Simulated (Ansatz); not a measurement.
Cs2S (Pnma, No. 62) was calculated with HSE06 in Ansatz (PAW).

Numerical settings: plane-wave cutoff 500 eV, 4×4×2 k mesh (along the axes of the cell as run), gaussian smearing 0.02 eV, scalar-relativistic PAW data made under PBE.

Cell (relaxed with PBEsol):

```xyz
12
Lattice="8.5085 0.0000 0.0000 0.0000 5.2891 0.0000 0.0000 0.0000 10.2839" Properties=species:S:1:pos:R:3 pbc="T T T"
Cs     0.2027     1.3223     1.7537
Cs     4.0515     3.9668     6.8956
Cs     4.4570     1.3223     3.3883
Cs     8.3057     3.9668     8.5303
Cs     1.2247     1.3223     5.9120
Cs     3.0295     3.9668     0.7700
Cs     5.4789     1.3223     9.5139
Cs     7.2838     3.9668     4.3719
S      2.0777     1.3223     9.1551
S      2.1766     3.9668     4.0131
S      6.3319     1.3223     6.2708
S      6.4308     3.9668     1.1289
```

### Question
Predict the band gap.

### Answer

band gap: 3.32 eV (on the SCF k mesh)

Note: cell and atoms aren't relaxed at this level (pressure 1.2 GPa).

Spin–orbit coupling is not included.

It cost around 30 core-minutes (rough) of CPU time.

Ansatz is a program for electronic structure.
